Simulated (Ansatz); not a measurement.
The parent structure is ZnS in the zinc blende structure (space group F-43m, No. 216; a = 5.3566 Å). Axes: x, y, z lie along the cube axes.

Calculations: PBEsol/PAW in Ansatz (a quantum-chemistry and plane-wave program), no spin-orbit coupling.

Before the change:

| Property | Value |
|---|---|
| Band gap | 2.09 eV |

Now apply this change: tensor shear ε_xy = +1.71 % (engineering shear γ = 0.0342), atoms relaxed at fixed cell.

### Question
Estimate the effect on the band gap and largest internal atomic displacement.

### Answer
The band gap drops by 0.113 eV (2.09 eV → 1.97 eV); the largest internal atomic displacement amounts to 0.017 Å.

The cells carry an imposed strain or load. Stability against distortions was not tested.
